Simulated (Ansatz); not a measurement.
Pressure series in GaCuSe2

Consider GaCuSe2 in the chalcopyrite structure (space group I-42d, No. 122; a = 5.6720 Å, c = 11.2632 Å).

Cell and atoms are relaxed at each pressure.

Method: PBE (Ansatz, an electronic-structure program; PAW; 420 eV plane waves; no SOC), earlier PAW set.

Problem. Only one of these has no band gap. Which?
A) pressure 45 GPa
B) pressure 18 GPa
C) pressure 4.2 GPa

Solution. A, pressure 45 GPa. Computed: pressure 4.2 GPa: 0.24 eV; pressure 45 GPa: zero; pressure 18 GPa: 0.85 eV

A case with no gap was solved on a k-mesh chosen for an insulator, which is coarse for it. From pressure 45 GPa on, the axis ratios lie over 15 % from the base's, so the cell there is far from its starting form. Load acts through the strain it causes; cell and atoms are relaxed under it. Stability against distortions was not tested. No other phases were tried under pressure. The final runs are not spin-polarised. The zero or small gap of GaCuSe2 can change with the level of theory.
